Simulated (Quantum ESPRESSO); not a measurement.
## Effort and miss along a sweep of K_POINTS: Mo (Im-3m, 1 atom in the cell)

```
Mo
1.0
   -1.60757     1.60757     1.60757
    1.60757    -1.60757     1.60757
    1.60757     1.60757    -1.60757
Mo
1
Direct
  0.00000   0.00000   0.00000
```

Method: PBE, PSlibrary ultrasoft (PBE) pseudopotentials (plane waves; Quantum ESPRESSO).

Base settings: ecutwfc = 55 Ry; ecutrho = 330 Ry; occupations = smearing; smearing = marzari-vanderbilt; degauss = 0.0147 Ry; potentials = {Mo: Mo.pbe-spn-rrkjus_psl.1.0.0.UPF}; K_POINTS = automatic 19 19 19 0 0 0; conv_thr = 1e-09 Ry.

Misses are taken against the tightest run, automatic 35 35 35 0 0 0, which need not be fully converged itself. The energy is the free energy per atom.

The count of work is k-points × plane waves × bands × iterations; it is no time, and leaves out set-up, grids and terms that scale otherwise. 

The starting cell comes from a database of computed structures (which also holds hypothetical and non-ambient phases and stackings), without a prior relaxation at this level. Its lattice was rescaled by a random factor within 2.5 % of one. Spin polarisation is off. In the base run, with a pressure of about -13 GPa the cell is away from its equilibrium volume at this level.

The runs (K_POINTS): automatic 1 1 1 0 0 0 | automatic 3 3 3 0 0 0 | automatic 4 4 4 0 0 0 | automatic 6 6 6 0 0 0 | automatic 7 7 7 0 0 0 | automatic 8 8 8 0 0 0 | automatic 10 10 10 0 0 0 | automatic 12 12 12 0 0 0 | automatic 14 14 14 0 0 0 | automatic 16 16 16 0 0 0 | automatic 19 19 19 0 0 0 | automatic 23 23 23 0 0 0 | automatic 28 28 28 0 0 0 | automatic 35 35 35 0 0 0.

### Question
Which is the coarsest setting among those run that, with all tighter ones, holds the energy within 5 meV/atom of the reference, and what does it save?

### Answer
automatic 16 16 16 0 0 0, off by 2.5 meV/atom; it needs 0.13 of the reference's count of work.

### Question
Which is the coarsest setting among those run that, with all tighter ones, holds the energy within 2 meV/atom of the reference, and what does it save?

### Answer
automatic 19 19 19 0 0 0, off by 0.54 meV/atom; it needs 0.19 of the reference's count of work.

### Question
What does the step from automatic 12 12 12 0 0 0 to automatic 23 23 23 0 0 0 buy?

### Answer
It takes the miss in the energy from 12 to 1.6 meV/atom, for 5.1 times the count of work.

```csv
K_POINTS,energy less reference (meV/atom),pressure less reference (GPa),count of work / reference
automatic 1 1 1 0 0 0,-22.57,115.53,0.00064
automatic 3 3 3 0 0 0,476.30,10.09,0.0031
automatic 4 4 4 0 0 0,88.75,0.83,0.0070
automatic 6 6 6 0 0 0,-59.29,-0.57,0.014
automatic 7 7 7 0 0 0,32.59,0.53,0.018
automatic 8 8 8 0 0 0,19.15,0.61,0.025
automatic 10 10 10 0 0 0,16.53,-0.03,0.041
automatic 12 12 12 0 0 0,-12.35,-0.27,0.063
automatic 14 14 14 0 0 0,7.91,0.47,0.091
automatic 16 16 16 0 0 0,-2.51,-0.12,0.13
automatic 19 19 19 0 0 0,0.54,-0.07,0.19
automatic 23 23 23 0 0 0,-1.61,-0.02,0.32
automatic 28 28 28 0 0 0,0.16,0.04,0.55
automatic 35 35 35 0 0 0,0.00,0.00,1.0
```
